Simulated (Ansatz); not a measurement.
Worked example: self-consistent single point of YCo2 (Fd-3m, 6 atoms in the cell) in Ansatz (a program for electronic structure).

Computed with LDA (PW92), PAW files made with PBE (plane waves; Ansatz).

The change in words: lattice scaled by 0.98. Reference geometry:
```yaml
crystal:
  lattice:
    - [0.00000, 3.53279, 3.53279]
    - [3.53279, 0.00000, 3.53279]
    - [3.53279, 3.53279, 0.00000]
  atoms:
    - { symbol: Y, position: [0.50000, 0.50000, 0.50000], spin: 1.0 }
    - { symbol: Y, position: [0.75000, 0.75000, 0.75000], spin: 1.0 }
    - { symbol: Co, position: [0.12500, 0.12500, 0.62500], spin: 3.0 }
    - { symbol: Co, position: [0.12500, 0.62500, 0.12500], spin: 3.0 }
    - { symbol: Co, position: [0.12500, 0.12500, 0.12500], spin: 3.0 }
    - { symbol: Co, position: [0.62500, 0.12500, 0.12500], spin: 3.0 }
```
(The spins are starting values, not results.)

Reference input (self-consistent single point, DFT, LDA (PW92), plane waves, PAW files made with PBE): kpoints.mp_grid.grid = 6 6 6; hamiltonian.xc = lda; hamiltonian.pseudopotentials = {kind: paw} (an earlier, softer set of the program's PAW files); magnetization.spin_polarized = true; scf.occupations.method = gaussian; scf.occupations.width = 0.1 eV. This run's input differs from it in these lines:

Ansatz 0.2 input:
```diff
@@ -2,12 +2,12 @@
   lattice:
-    - [0.000000, 3.532786, 3.532786]
-    - [3.532786, 0.000000, 3.532786]
-    - [3.532786, 3.532786, 0.000000]
+    - [0.000000, 3.462130, 3.462130]
+    - [3.462130, 0.000000, 3.462130]
+    - [3.462130, 3.462130, 0.000000]
   atoms:
-    - { symbol: Y, position_ang: [3.532786, 3.532786, 3.532786], spin: 1.0 }
-    - { symbol: Y, position_ang: [5.299179, 5.299179, 5.299179], spin: 1.0 }
-    - { symbol: Co, position_ang: [2.649590, 2.649590, 0.883197], spin: 3.0 }
-    - { symbol: Co, position_ang: [2.649590, 0.883197, 2.649590], spin: 3.0 }
-    - { symbol: Co, position_ang: [0.883197, 0.883197, 0.883197], spin: 3.0 }
-    - { symbol: Co, position_ang: [0.883197, 2.649590, 2.649590], spin: 3.0 }
+    - { symbol: Y, position_ang: [3.462130, 3.462130, 3.462130], spin: 1.0 }
+    - { symbol: Y, position_ang: [5.193195, 5.193195, 5.193195], spin: 1.0 }
+    - { symbol: Co, position_ang: [2.596598, 2.596598, 0.865533], spin: 3.0 }
+    - { symbol: Co, position_ang: [2.596598, 0.865533, 2.596598], spin: 3.0 }
+    - { symbol: Co, position_ang: [0.865533, 0.865533, 0.865533], spin: 3.0 }
+    - { symbol: Co, position_ang: [0.865533, 2.596598, 2.596598], spin: 3.0 }
 kpoints:
```

The program printed (abridged):

```
SCF iter   1: F=—  HF=-27749.097394 eV  |F-HF|=—  |Δ(HF+E_count)|=         —  Δρ=2.55e-1 (↑2.55e-1 ↓7.02e-2)  dr2=2.64e1  dr2_m=1.83e1  M=5.109 μB ∫|m|=5.490 μB  β_m=0.30  ethr=3.10e-3  ⟨swp⟩=5.5  Hψ=6446  notcnv=0  defer=21
Mixer restart at iter 1: flushing history
all-band conjugate gradients solve this SCF's bands
preconditioner: auto → Kerker (q_TF=auto, 2.765 Å⁻¹)
   [... lines left out ...]
SCF iter  15: F=—  HF=-27743.722293 eV  |F-HF|=—  |Δ(HF+E_count)|=   1.01e-8  Δρ=8.92e-7 (↑7.63e-7 ↓8.92e-7)  dr2=1.91e-9  dr2_m=7.97e-12  M=0.225 μB ∫|m|=0.313 μB  β_m=0.64  ethr=3.51e-11  ⟨swp⟩=2.0  Hψ=3052  notcnv=0  defer=298
SCF iter  16: F=-27743.722293 eV  HF=-27743.722293 eV  |F-HF|=3.64e-12  |Δ(HF+E_count)|=  2.55e-11  Δρ=1.55e-7 (↑1.55e-7 ↓1.19e-7)  dr2=2.91e-11  dr2_m=1.74e-12  M=0.225 μB ∫|m|=0.314 μB  ethr=2.12e-12  ⟨swp⟩=7.0  Hψ=7312  notcnv=0
SCF 1 converged in 16 iterations: F = -27743.722293 eV  dr2 = 2.91e-11
WARN: the starting moments were not kept: the SCF closed with an absolute magnetisation of 3.1e-1 μB, where they sum to 14 μB in size (6 sites) …
Magnetization: 0.2247 μB (45.1123 up, 44.8877 down)
   [... lines left out ...]
Absolute magnetization: 0.3137 μB (∫|ρ↑−ρ↓|, with the PAW one-centre terms)
Free energy (F): -27743.722293 eV
Fermi energy:    17.057049 eV
   [... lines left out ...]
  atom   1  Y      0.00000000    -0.00000000     0.00000000
   [... zero for the other atoms too ...]
--- Stress (GPa, compression-positive) ---
       -0.200176       0.000000      -0.000000
        0.000000      -0.200176      -0.000000
       -0.000000      -0.000000      -0.200176
  P = ⅓ Tr σ = -0.2002 GPa (-2.002 kbar)
  The stress holds the Pulay correction. Without it, at fixed plane waves, as pw.x and ABINIT print it: P = -0.2584 GPa
```

The run converged in 16 iterations. Against the reference run the free energy drops by 25.6 meV/atom, the pressure goes from -8.80 to -0.20 GPa and the size of the net moment goes from 0.10 to 0.04 μB/atom.

The starting cell comes from a database of computed structures (which also holds hypothetical and non-ambient phases and stackings), without a prior relaxation at this level. Its lattice was rescaled by a random factor within 2.5 % of one. For this run, on top of that: lattice scaled by 0.98. The moments shrank to a small part of their start, a low-spin state that need not be the lowest. The program warned that a starting moment was not kept. Ansatz's pressure includes its estimate of the finite-basis (Pulay) stress.

Cost on one core of a shared machine: roughly 30 s.
